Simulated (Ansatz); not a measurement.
The starting structures come from a database of crystals and need not be the phases stable at ambient conditions.

 Where the default PAW files enter, the runs use the earlier of Ansatz's two default sets.

Inside the gap of an insulator the Bloch states are evanescent, with a wavenumber k + iκ along the transport direction.

Data:

```
CELL_PARAMETERS angstrom
      4.17879     0.00000     0.00000
      0.00000     6.46567     0.00000
      0.00000     0.00000     6.31136
ATOMIC_POSITIONS crystal
  Ca 0.50000 0.50000 0.50000
  Ca 0.00000 0.00000 0.00000
  Cl 0.50000 0.17534 0.78189
  Cl 0.50000 0.82466 0.21811
  Cl 0.00000 0.32466 0.28189
  Cl 0.00000 0.67534 0.71811
```

Space group of this cell: Pnnm. The cell is taken as given.

Transport runs along the normal of the first two printed cell vectors.

No gap correction and no spin-orbit coupling; mid-gap values are interpolated between computed energies.

Compute, with r2SCAN in Ansatz (a quantum-chemistry and plane-wave program), the band gap and the smallest decay constant κ at mid-gap.

Gap 5.98 eV on a 8×6×6 mesh; κ = 0.430 1/Å, at the zone centre.
